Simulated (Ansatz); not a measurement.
The starting structures come from a database of crystals and need not be the phases stable at ambient conditions.

By PBEsol, the system below comes out a metal.

A figure of merit of an interconnect metal is its ballistic conductance per area.

Here is the system:

```
CELL_PARAMETERS angstrom
      3.94306     0.00000     0.00000
      0.00000     3.94306     0.00000
      0.00000     0.00000     3.94306
ATOMIC_POSITIONS crystal
  Hf 0.00000 0.00000 0.00000
  Ir 0.00000 0.50000 0.50000
  Ir 0.50000 0.00000 0.50000
  Ir 0.50000 0.50000 0.00000
```

The cell is taken as given; by PBEsol it stands under a pressure of -4.4 GPa.

The current flows along the normal of the first two printed cell vectors, the (001) plane of the conventional cell. No spin-orbit coupling; the value is a mean over 0.1 eV about the Fermi level.

### Question
Predict the ballistic conductance per area from PBEsol (Ansatz, an electronic-structure program).

### Answer
0.95 × 10¹⁵ S/m² for both spins.
